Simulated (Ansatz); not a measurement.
**A computed series for Ti3Al: pressure series**

Take Ti3Al (space group P6_3/mmc, No. 194) as the base.

```yaml
crystal:
  lattice:
    - [5.75530, 0.00000, 0.00000]
    - [-2.87765, 4.98424, 0.00000]
    - [0.00000, 0.00000, 4.65460]
  atoms:
    - { symbol: Ti, position: [0.83025, 0.66050, 0.25000] }
    - { symbol: Ti, position: [0.16975, 0.83025, 0.75000] }
    - { symbol: Ti, position: [0.33950, 0.16975, 0.25000] }
    - { symbol: Ti, position: [0.16975, 0.33950, 0.75000] }
    - { symbol: Ti, position: [0.83025, 0.16975, 0.25000] }
    - { symbol: Ti, position: [0.66050, 0.83025, 0.75000] }
    - { symbol: Al, position: [0.33333, 0.66667, 0.25000] }
    - { symbol: Al, position: [0.66667, 0.33333, 0.75000] }
```

Cell and atoms are relaxed at each pressure.

Method: DFT with PBE, PAW potentials and a 420 eV plane-wave cutoff in Ansatz (a quantum-chemistry and plane-wave program), without spin-orbit coupling, earlier PAW set.

Notes on the quantities. enthalpy: H = E + PV relative to the base's energy.

```csv
variant,shortest interatomic distance,density,enthalpy
base,2.824 Å,4.24 g/cm³,–
pressure −2 GPa,2.842 Å,4.17 g/cm³,-0.21 eV/atom
pressure −1 GPa,2.833 Å,4.21 g/cm³,-0.10 eV/atom
pressure 1.8 GPa,2.810 Å,4.31 g/cm³,+0.19 eV/atom
pressure 4.2 GPa,2.790 Å,4.39 g/cm³,+0.43 eV/atom
pressure 9 GPa,2.756 Å,4.55 g/cm³,+0.90 eV/atom
pressure 18 GPa,2.702 Å,4.81 g/cm³,+1.75 eV/atom
pressure 30 GPa,2.644 Å,5.11 g/cm³,+2.82 eV/atom
pressure 45 GPa,2.586 Å,5.45 g/cm³,+4.08 eV/atom
pressure 60 GPa,2.539 Å,5.75 g/cm³,+5.26 eV/atom
```

Load acts through the strain it causes; cell and atoms are relaxed under it. Whether these cells are dynamically stable was not tested. No other phases were tried under pressure. All final runs are without spin polarisation.
